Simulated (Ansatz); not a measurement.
Input and output of a self-consistent single point for VOF3 (P1, 20 atoms in the cell) (Ansatz, a quantum-chemistry and plane-wave program).

Level of theory: PBEsol, default PAW files made with PBE (plane waves; Ansatz).

```xyz
20
Lattice="5.5289 0.0000 0.0000 0.3398 5.6939 0.0000 0.0141 0.1121 9.7527" Properties=species:S:1:pos:R:3 pbc="T T T"
V      0.3185     0.2556     0.0948
V      3.2110     2.8158     9.6708
V      2.8533     5.5373     4.9287
V      5.4989     2.6369     4.8197
O      1.3161     1.5727     0.3625
O      4.5217     1.3468     4.5540
O      1.5368     4.5961     5.1839
O      4.1021     1.3944     9.4580
F      1.8338     4.5330     0.3271
F      2.4128     0.2852     3.1774
F      3.2372     2.8875     1.7113
F      0.6990     2.9716     3.1992
F      5.3657     5.5752     1.6638
F      1.6312     1.6323     5.2978
F      4.1641     4.1120     4.4548
F      0.3353     0.1373     8.0571
F      5.2880     3.0126     6.5741
F      2.3747     3.0100     8.0819
F      3.6255     5.6934     6.5559
F      4.5026     4.0552     9.3538
```

Reference input (self-consistent single point, DFT, PBEsol, plane waves, default PAW files made with PBE): basis.ecutwfc = 30.9 Ry; kpoints.mp_grid.grid = 4 4 3; hamiltonian.xc = pbesol; hamiltonian.pseudopotentials = {kind: paw} (the program's default PAW files); scf.occupations.method = fixed. This run's input differs from it in these lines:

Ansatz 0.2 input:
```diff
@@ -28,3 +28,3 @@
 basis:
-  ecutwfc: 30.9 Ry
+  ecutwfc: 40.1 Ry
 kpoints:
```

Log, with long lists cut:

```
SCF iter   1: F=—  HF=-23397.690381 eV  |F-HF|=—  |Δ(HF+E_count)|=         —  Δρ=1.73e-2  dr2=7.84e-1  ethr=1.77e-3  ⟨swp⟩=4.9  Hψ=8321  notcnv=0  defer=325
all-band conjugate gradients solve this SCF's bands
preconditioner: auto → Resta (q_TF=auto, 2.447 Å⁻¹)
SCF iter   2: F=—  HF=-23397.687794 eV  |F-HF|=—  |Δ(HF+E_count)|=   2.59e-3  Δρ=1.87e-2  dr2=1.12e0  ethr=4.90e-4  ⟨swp⟩=2.8  Hψ=4363  notcnv=0  defer=369
   [... lines left out ...]
SCF iter  13: F=—  HF=-23397.559724 eV  |F-HF|=—  |Δ(HF+E_count)|=   3.18e-8  Δρ=1.33e-5  dr2=9.26e-7  ethr=1.67e-9  ⟨swp⟩=2.0  Hψ=3433  notcnv=0  defer=328
SCF iter  14: F=—  HF=-23397.559724 eV  |F-HF|=—  |Δ(HF+E_count)|=   8.23e-8  Δρ=9.50e-6  dr2=4.26e-7  ethr=5.79e-10  ⟨swp⟩=2.0  Hψ=3487  notcnv=0  defer=328
SCF iter  15: F=—  HF=-23397.559724 eV  |F-HF|=—  |Δ(HF+E_count)|=   8.18e-9  Δρ=6.12e-6  dr2=1.73e-7  ethr=2.66e-10  ⟨swp⟩=2.0  Hψ=3497  notcnv=0  defer=328
SCF iter  16: F=-23397.559724 eV  HF=-23397.559724 eV  |F-HF|=4.07e-8  |Δ(HF+E_count)|=   5.98e-9  Δρ=4.76e-6  dr2=9.51e-8  ethr=6.25e-11  ⟨swp⟩=9.2  Hψ=9808  notcnv=0
SCF 1 converged in 16 iterations: F = -23397.559724 eV  dr2 = 9.51e-8
Free energy (F): -23397.559724 eV
Internal energy: -23397.559724 eV  (E = F + TS)
E sigma→0 (E₀):  -23397.559724 eV
Fermi energy:    -0.381743 eV
--- Forces (eV/Å), atoms counted from 1 ---
  atom   1  V      1.30105899     0.71099449     0.23887026
  atom   2  V      1.46165156    -0.63388728    -0.31500516
  atom   3  V     -1.42763380    -1.04031382     0.24849607
  atom   4  V     -1.02997217    -1.50953128    -0.24121391
  atom   5  O     -1.23412159    -2.01280585    -0.54936075
  atom   6  O      1.68533186     2.39379526     0.53773415
  atom   7  O      2.39886241     1.61009815    -0.51007237
  atom   8  O     -0.76649054     1.99916229     0.45712512
  atom   9  F     -0.80382287     0.96288826    -0.25389364
   [... lines left out ...]
  atom  20  F     -1.30568941    -1.24205195     0.35653388
--- Stress (GPa, compression-positive) ---
      -10.911600      -0.990146       0.029933
       -0.990146     -11.338040       0.005147
        0.029933       0.005147     -13.812503
  P = ⅓ Tr σ = -12.0207 GPa (-120.207 kbar)
  The stress holds the Pulay correction. Without it, at fixed plane waves, as pw.x and ABINIT print it: P = -12.0484 GPa
```

The run converged in 16 iterations. Against the reference run the free energy goes down by 4.8 meV/atom, the pressure stays at -12.02 GPa, the largest force moves little (2.973 to 2.977 eV/Å) and the gap on the mesh hardly changes (2.517 to 2.518 eV).

The starting cell comes from a database of computed structures (which also holds hypothetical and non-ambient phases and stackings), without a prior relaxation at this level. Its lattice was rescaled by a random factor within 2.5 % of one. Forces in this geometry exceed 1 eV/Å. Ansatz's pressure includes its estimate of the finite-basis (Pulay) stress.

Cost on one core of a shared machine: roughly 2 min.
